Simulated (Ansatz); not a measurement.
zinc-blende CdTe (1 1 1) on zinc-blende HgTe (1 1 1) (film strained to the substrate, started from cuts of the bulks and a machine-learned relaxation; metallic at this level, with no gap by band count; slabs Hg4Te4 and Cd3Te3, which can lie off the formulas)

A periodic stack without vacuum, zinc-blende CdTe (1 1 1) on zinc-blende HgTe (1 1 1) (film strained to the substrate, started from cuts of the bulks and a machine-learned relaxation; metallic at this level, with no gap by band count; slabs Hg4Te4 and Cd3Te3, which can lie off the formulas): substrate slab Hg4Te4, film Cd3Te3, surface cells [[0, -1], [1, -1]] and [[1, 0], [0, 1]], film strained by +0.4 and +0.4 %, outermost planes Hg/Te and Te/Cd as cut, which need not be the usual terminations and can put a slab off its formula.

The start was prepared with a machine-learned potential, and the result is one local minimum, with the in-plane cell held and forces under 0.04 eV/Å; the film can end far from its bulk form.

Level of theory: PBE (plane waves to 420 eV, PAW; Ansatz, an electronic-structure program). Spin–orbit coupling is left out. Its k-point mesh 6×6×1, Fermi–Dirac width 0.05 eV.

- interface area: 19.1 Å²
- period: 26.88 Å
- heights between the nearest atoms of the two slabs at the two interfaces: 2.24 and 2.76 Å
- Cd–Hg contacts across the interfaces within 1.22 times the sum of covalent radii: 1, mean 2.76 Å
- Te–Te contacts across the interfaces within 1.22 times the sum of covalent radii: 1, mean 2.77 Å
- two interfaces: unlike, so that offsets are their mean
- spin-polarised check at this geometry: falls back to no moment
- slope of the mean potential energy in the substrate: -4.2 MV/cm × e

```
CELL_PARAMETERS angstrom
      4.70160    -0.00033    -0.04300
      2.35046     4.07113    -0.09152
      2.49394     1.57001    26.83732
ATOMIC_POSITIONS crystal
  Hg 0.17502 0.38939 0.03410
  Hg 0.46218 0.68437 0.17814
  Hg 0.73446 0.97970 0.32076
  Hg 0.20974 0.21641 0.46020
  Te 0.49657 0.71192 0.07244
  Te 0.78239 0.00820 0.21542
  Te 0.05711 0.30442 0.35894
  Te 0.44943 0.57010 0.50708
  Cd 0.35318 0.41201 0.67665
  Cd 0.59242 0.77206 0.82016
  Cd 0.22581 0.41113 0.93160
  Te 0.02334 0.74456 0.59059
  Te 0.64985 0.75358 0.71551
  Te 0.90810 0.09258 0.86443
```
